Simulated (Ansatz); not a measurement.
Take GaN (space group P-6m2, No. 187; a = 2.939 Å, c = 2.658 Å; a hypothetical phase, not in the database extracts checked; relaxed with 0.1 eV smearing) as the base. Axes: x lies along a and z along c of the hexagonal cell.

Structures relaxed with plane-wave PAW DFT at the PBEsol level (Ansatz, a first-principles code, 420 eV), no spin-orbit coupling.

Base:

Simulated powder pattern, Mo Kα, λ = 0.71073 Å (kinematic, ideal powder, no thermal factors, no anomalous dispersion; the 10 strongest lines at most, above 2 %, up to 2θ = 40°):

```json
[
 {"2θ (°)": "15.37", "I/Imax (%)": "26", "hkl": "(001)"},
 {"2θ (°)": "16.05", "I/Imax (%)": "88", "hkl": "(100)"},
 {"2θ (°)": "22.29", "I/Imax (%)": "100", "hkl": "(101)"},
 {"2θ (°)": "27.99", "I/Imax (%)": "28", "hkl": "(110)"},
 {"2θ (°)": "31.02", "I/Imax (%)": "6.5", "hkl": "(002)"},
 {"2θ (°)": "32.08", "I/Imax (%)": "20", "hkl": "(111)"},
 {"2θ (°)": "32.43", "I/Imax (%)": "11", "hkl": "(200)"},
 {"2θ (°)": "35.12", "I/Imax (%)": "17", "hkl": "(102)"},
 {"2θ (°)": "36.07", "I/Imax (%)": "20", "hkl": "(201)"}
]
```

After one change:

Simulated powder pattern, Mo Kα, λ = 0.71073 Å (kinematic, ideal powder, no thermal factors, no anomalous dispersion; the 10 strongest lines at most, above 2 %, up to 2θ = 40°):

```tsv
2θ (°)	I/Imax (%)
15.27	27
16.58	85
22.62	100
28.93	26
30.83	6.9
32.87	20
33.52	11
35.20	18
37.03	19
```

Q: Which of these changes matches the shifts?
A. isotropic strain −5.24 %
B. uniaxial strain ε_zz = −4.90 %
C. biaxial strain −3.18 %, plane normal [001], relaxed out of plane
D. tensor shear ε_xy = −1.50 %

A: C, biaxial strain −3.18 %, plane normal [001], relaxed out of plane. Its volume per atom is 9.38 Å³ against 9.94 Å³, and its space group is P-6m2 (No. 187).

Whether these cells are dynamically stable was not tested. The final runs are not spin-polarised.
